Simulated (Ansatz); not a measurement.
The reference is LiF in the rock salt structure (space group Fm-3m, No. 225; a = 4.068 Å).

Level of theory: PBE (Ansatz, a quantum-chemistry and plane-wave program, PAW, no spin-orbit coupling).

Base values:

The pressure comes out as 0.00 GPa and the band gap is 8.83 eV.

Modification: an isotropic linear strain of −1.50 %, atoms relaxed at fixed cell.

**Question.** What does the calculation give for the pressure after the change?

**Answer.** The pressure goes from zero to 3.35 GPa.

**Question.** What does the calculation give for the band gap after the change?

**Answer.** The band gap goes up by 0.40 eV to 9.23 eV.

Stability against distortions was not tested.
